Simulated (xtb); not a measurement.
xtb 6.7.1, GFN1-xTB: Nb(OH)2(OMe)3 (C[O][Nb]([OH])([OH])([O]C)[O]C), 20 atoms. The geometry is a generated start, not checked to be a minimum at this level.

```json
{
  "run_flags": "--grad",
  "method": "GFN1-xTB",
  "--acc": "1 (default)",
  "--etemp (K)": "300 (default)",
  "basis_functions": "64",
  "valence_electrons": "58"
}
```

```xyz
20

Nb     0.0917     0.4096     0.3151
O      0.4094     2.1544     1.1880
H      0.6708     2.9361     0.6886
O     -0.2912    -0.1748     2.0012
H     -0.4201    -0.1160     2.9496
O      1.4861    -0.8421     0.1564
C      1.9476    -1.9503     0.8531
H      1.7613    -2.8626     0.2689
H      3.0295    -1.8591     1.0267
H      1.4337    -2.0352     1.8270
O      0.4575     1.1200    -1.2825
C      0.6394     1.6852    -2.5182
H      0.5832     2.7838    -2.4477
H      1.6233     1.4072    -2.9253
H     -0.1426     1.3377    -3.2094
O     -1.6244    -0.1036    -0.2692
C     -2.6949    -0.8251     0.2422
H     -2.5270    -1.0621     1.3075
H     -3.6198    -0.2393     0.1469
H     -2.8134    -1.7638    -0.3186
```

Charge 0 and multiplicity 1 are set for this test and not shown to be the ground state.

One run each on 1 thread. Values of broydamp tried: 0.02, 0.05, 0.1, 0.2, 0.4 (default), 0.6, 0.8, 1.

Q: Predict the course of the SCC iterations along this series.

A: Fewest SCC iterations: 0.4 (default) with 11. The count rises to 21 at 0.02. All converge to one solution.

```
broydamp       SCC iterations            end
-------------  --------------  -------------
0.02                       21  same solution
0.05                       19  same solution
0.1                        16  same solution
0.2                        14  same solution
0.4 (default)              11  same solution
0.6                        13  same solution
0.8                        13  same solution
1                          14  same solution
```
